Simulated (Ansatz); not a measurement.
Results of LC-ωPBE in Ansatz (PAW) for 1T (CdI2-type) MnBr2.

Run with plane-wave cutoff 460 eV, 9×9×4 k mesh (along the axes of the cell as run), Fermi–Dirac smearing 0.01 eV, spin-polarised with parallel moments, scalar-relativistic PAW data made under PBE.

Computed at the level's own relaxed cell.

**Question.** Give the computed band gap, Γ–Γ gap, lattice parameter a and lattice parameter c.

**Answer.** 
band gap: 9.27 eV (on the SCF k mesh)
Γ–Γ gap: 9.57 eV
lattice parameter a: 3.859 Å
lattice parameter c: 6.892 Å

Note: the magnetic order was assumed, not searched for or taken from measurement; the cell comes from a level without a dispersion term, which matters for the spacing of layers, chains or molecules; the volume lies 14 % above that of the published cell; the cell has widely spaced layers and the level no dispersion term, so their spacing and the moduli can rest on weak binding.

Spin–orbit coupling is not included.

It cost very roughly 4 core-hours of CPU time.

Ansatz is a first-principles code.
